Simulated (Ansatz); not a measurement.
## Step by step: formation energy of Cs2AgBiBr6 (Fm-3m) from the elements

Subject: the formation energy of Cs2AgBiBr6 (Fm-3m) from the elements. Reaction: Bi (R-3m) + Ag (fcc) + 6 Br (Cmce) + 2 Cs (bcc) → Cs2AgBiBr6 (Fm-3m). Negative: the products are lower in energy. The value is per atom of the solid.

Cs2AgBiBr6 (Fm-3m), 10 atoms in the cell. Conventional cell: a = b = c = 11.304 Å, α = β = γ = 90.00°.

Ansatz (a program for electronic structure) with PAW potentials; structures come from PBE+D3(BJ) relaxations, nuclei static, no net charge. Ansatz runs with its default PAW set. Other levels take these structures. The lattices are those relaxed with PBE+D3(BJ), so at other levels the solids can be strained, which adds to the spread. A dispersion term (D3(BJ), or D4 for r2SCAN) was computed beside these levels and is taken off wherever the name lacks it. The runs are scalar-relativistic, without spin-orbit coupling.

Total energies of the cells in eV, at zero smearing width. They compare only within one column; the weights balance every element.

```
cell                atoms  weight           PBE           LDA
------------------  -----  ------  ------------  ------------
Cs2AgBiBr6 (Fm-3m)     10      +2  -48039.12029  -46727.78415
Bi (R-3m)               2      −1  -24793.06748  -24171.70937
Ag (fcc)                1      −2   -7590.53832   -7458.13529
Br (Cmce)               4      −3  -11132.61907  -10775.27281
Cs (bcc)                1      −4   -5670.76172   -5504.85290
```

PBE: 2 × (-48039.12029) − (-24793.06748) − 2 × (-7590.53832) − 3 × (-11132.61907) − 4 × (-5670.76172) = -23.192 eV; dividing by 20 atoms gives -1.16 eV/atom.

LDA: 2 × (-46727.78415) − (-24171.70937) − 2 × (-7458.13529) − 3 × (-10775.27281) − 4 × (-5504.85290) = -22.358 eV; dividing by 20 atoms gives -1.12 eV/atom.

What follows from the PBE value: A formula unit of Cs2AgBiBr6 has 10 atoms, so it forms with -1.1596 × 10 = -11.596 eV, or -1118.8 kJ/mol at 96.485 kJ/mol per eV.
